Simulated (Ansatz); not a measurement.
The starting structures come from a database of crystals and need not be the phases stable at ambient conditions.

Consider the following.

```
CELL_PARAMETERS angstrom
      6.17416     0.00000     0.00000
     -3.08708     5.34698     0.00000
      3.08708     1.78233     5.04118
ATOMIC_POSITIONS crystal
  K  0.50000 0.25000 0.25000
  K  0.50000 0.75000 0.75000
  Na 0.00000 0.50000 0.50000
  In 0.00000 0.00000 0.00000
  F  0.00000 0.75948 0.24052
  F  0.00000 0.24052 0.75948
  F  0.00000 0.24052 0.24052
  F  0.00000 0.75948 0.75948
  F  0.51896 0.75948 0.24052
  F  0.48104 0.24052 0.75948
```

Space group of this cell: Fm-3m. The cell is taken as given; by PBEsol its mean pressure is -2.5 GPa.

Transport runs along the normal of the first two printed cell vectors, the (111) plane of the conventional cell.

No gap correction and no spin-orbit coupling; mid-gap values are interpolated between computed energies.

Problem. Give the band gap and the smallest decay constant κ at mid-gap that Ansatz (a quantum-chemistry and plane-wave program) with PBEsol yields.

Solution. Gap 5.14 eV on a 8×8×8 mesh; κ = 0.479 1/Å, at the zone centre.
